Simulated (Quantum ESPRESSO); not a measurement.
The steps of a band-structure calculation for Si3N4 (P6_3/m, 14 atoms in the cell) with Quantum ESPRESSO.

Level of theory: PBE, GBRV 1.5 ultrasoft (PBE) pseudopotentials (plane waves; Quantum ESPRESSO 7.5).

Step 1 (scf):

```fortran
&CONTROL
   calculation = 'scf'
   outdir = './tmp'
   pseudo_dir = './'
   tprnfor = .true.
   tstress = .true.
/
&SYSTEM
   ibrav = 0
   nat = 14
   ntyp = 2
   ecutwfc = 40
   ecutrho = 200
   occupations = 'fixed'
   nbnd = 40
/
&ELECTRONS
   conv_thr = 1.0d-8
   mixing_beta = 0.4
/
ATOMIC_SPECIES
Si    28.0850  si_pbe_v1.uspp.F.UPF
N     14.0070  n_pbe_v1.2.uspp.F.UPF
CELL_PARAMETERS {angstrom}
   7.5961752762     0.0000002887     0.0000000000
  -3.7980878881     6.5784806165     0.0000000000
   0.0000000000     0.0000000000     2.9020040000
ATOMIC_POSITIONS {bohr}
Si   -2.6038695395   10.2553880618    4.1129945794
Si    9.7812145004    2.1761391650    1.3709981931
Si    4.1713295098    2.8726774071    1.3709981931
Si    3.0060154511    9.5588498197    4.1129945794
Si   -0.4021468565    5.0488160266    4.1129945794
Si    7.5794918174    7.3827112002    1.3709981931
N    -0.0000003149    8.2876846360    4.1129945794
N     7.1773452759    4.1438425908    1.3709981931
N     9.1046776861    8.3272586762    4.1129945794
N    -1.9273327252    4.1042685506    1.3709981931
N    -2.6592787144   12.0485115075    1.3709981931
N     9.8366236753    0.3830157193    4.1129945794
N     2.5907344662    3.7212533769    4.1129945794
N     4.5866104947    8.7102738499    1.3709981931
K_POINTS {automatic}
3 3 5  0 0 0
```

Step 2 (bands):

```fortran
&CONTROL
   calculation = 'bands'
   outdir = './tmp'
   pseudo_dir = './'
   verbosity = 'high'
/
&SYSTEM
   ibrav = 0
   nat = 14
   ntyp = 2
   ecutwfc = 40
   ecutrho = 200
   occupations = 'fixed'
   nbnd = 45
/
&ELECTRONS
   conv_thr = 1.0d-8
   startingwfc = 'random'
   diago_thr_init = 1.0d-6
   diagonalization = 'cg'
/
ATOMIC_SPECIES
Si    28.0850  si_pbe_v1.uspp.F.UPF
N     14.0070  n_pbe_v1.2.uspp.F.UPF
CELL_PARAMETERS {angstrom}
   7.5961752762     0.0000002887     0.0000000000
  -3.7980878881     6.5784806165     0.0000000000
   0.0000000000     0.0000000000     2.9020040000
ATOMIC_POSITIONS {bohr}
Si   -2.6038695395   10.2553880618    4.1129945794
Si    9.7812145004    2.1761391650    1.3709981931
Si    4.1713295098    2.8726774071    1.3709981931
Si    3.0060154511    9.5588498197    4.1129945794
Si   -0.4021468565    5.0488160266    4.1129945794
Si    7.5794918174    7.3827112002    1.3709981931
N    -0.0000003149    8.2876846360    4.1129945794
N     7.1773452759    4.1438425908    1.3709981931
N     9.1046776861    8.3272586762    4.1129945794
N    -1.9273327252    4.1042685506    1.3709981931
N    -2.6592787144   12.0485115075    1.3709981931
N     9.8366236753    0.3830157193    4.1129945794
N     2.5907344662    3.7212533769    4.1129945794
N     4.5866104947    8.7102738499    1.3709981931
K_POINTS {crystal_b}
12
  0.00000000   0.00000000   0.00000000   5  ! G
  0.50000000   0.00000000   0.00000000   3  ! M
  0.33333333   0.33333333   0.00000000   6  ! K
  0.00000000   0.00000000   0.00000000  11  ! G
  0.00000000   0.00000000   0.50000000   5  ! A
  0.50000000   0.00000000   0.50000000   3  ! L
  0.33333333   0.33333333   0.50000000   6  ! H
  0.00000000   0.00000000   0.50000000   1  ! A
  0.50000000   0.00000000   0.50000000  11  ! L
  0.50000000   0.00000000   0.00000000   1  ! M
  0.33333333   0.33333333   0.00000000  11  ! K
  0.33333333   0.33333333   0.50000000   1  ! H
```

Step 3 (bands.x):

```fortran
&BANDS
   outdir = './tmp'
   filband = 'bands.dat'
   lsym = .false.
/
```

Output of bands (abridged):

```
     Atomic positions and unit cell read from directory:
     ./tmp/pwscf.save/

     Message from routine setup:
     using ibrav=0 with symmetry is DISCOURAGED, use correct ibrav instead
     G-vector sticks info
     --------------------
     sticks:   dense  smooth     PW     G-vecs:    dense   smooth      PW
     Sum        2839    2263    685                46771    33425    5521

     bravais-lattice index     =            0
   [... lines left out ...]
     unit-cell volume          =     978.6225 (a.u.)^3
   [... lines left out ...]

     Smooth grid:    33425 G-vectors     FFT dimensions: (  60,  60,  24)

     The potential is recalculated from file :
     ./tmp/pwscf.save/charge-density

     Band Structure Calculation
     CG style diagonalization

     ethr =  1.00E-06,  avg # of iterations = 30.0

     End of band structure calculation

          k = 0.0000 0.0000 0.0000 (  4229 PWs)   bands (ev):

    -9.9343  -8.4643  -8.4643  -7.8328  -7.6857  -7.6857  -6.4366  -6.1115
     0.2180   0.2180   0.2959   0.9467   0.9467   2.4594   2.4594   3.3354
     3.7322   4.2512   4.2512   4.4202   4.4202   4.9913   4.9913   5.0179
     5.5303   6.7613   6.7613   7.0285   7.0285   7.8518   7.9215   8.1147
    12.6720  13.1323  13.2483  13.2483  13.5768  13.5768  14.3090  15.8665
    16.4037  16.4037  17.0526  17.8964  17.8964

          k = 0.1000 0.0577 0.0000 (  4217 PWs)   bands (ev):

    -9.9124  -8.5214  -8.4857  -8.0017  -7.6443  -7.4648  -6.4309  -6.1313
    -0.1911   0.1092   0.5163   1.0763   1.1071   2.4714   2.4951   3.3848
     3.7451   4.2464   4.2684   4.3987   4.4116   4.9894   5.0078   5.0141
     5.5301   6.6819   6.7510   6.9561   7.0155   7.8614   7.8928   8.1122
    12.6963  13.1972  13.2303  13.2553  13.5682  13.6365  14.3686  15.9191
    16.3033  16.3376  17.0404  17.8222  17.8846

   [... 62 blocks of this kind left out ...]
```

Output of bands.x (abridged):

```
     Reading xml data from directory:

     ./tmp/pwscf.save/

     G-vector sticks info
     --------------------
     sticks:   dense  smooth     PW     G-vecs:    dense   smooth      PW
     Sum        2839    2263    685                46771    33425    5521

     Reading collected, re-writing distributed wavefunctions
     high-symmetry point:  0.0000 0.0000 0.0000   x coordinate   0.0000
     high-symmetry point:  0.5000 0.2887 0.0000   x coordinate   0.5774
     high-symmetry point:  0.3333 0.5774 0.0000   x coordinate   0.9107
     high-symmetry point:  0.0000 0.0000 0.0000   x coordinate   1.5774
     high-symmetry point:  0.0000 0.0000 1.3088   x coordinate   2.8861
     high-symmetry point:  0.5000 0.2887 1.3088   x coordinate   3.4635
     high-symmetry point:  0.3333 0.5774 1.3088   x coordinate   3.7968
     high-symmetry point:  0.0000 0.0000 1.3088   x coordinate   4.4635
     high-symmetry point:  0.5000 0.2887 1.3088   x coordinate   4.4635
     high-symmetry point:  0.5000 0.2887 0.0000   x coordinate   5.7723
     high-symmetry point:  0.3333 0.5774 0.0000   x coordinate   6.1056
     high-symmetry point:  0.3333 0.5774 1.3088   x coordinate   7.4144

     Plottable bands (eV) written to file bands.dat.gnu
     Bands written to file bands.dat

   JOB DONE.
```

The gap along the path is 4.35 eV.

The starting cell comes from a database of computed structures (which also holds hypothetical and non-ambient phases and stackings), without a prior relaxation at this level. Its lattice was rescaled by a random factor within 2.5 % of one.
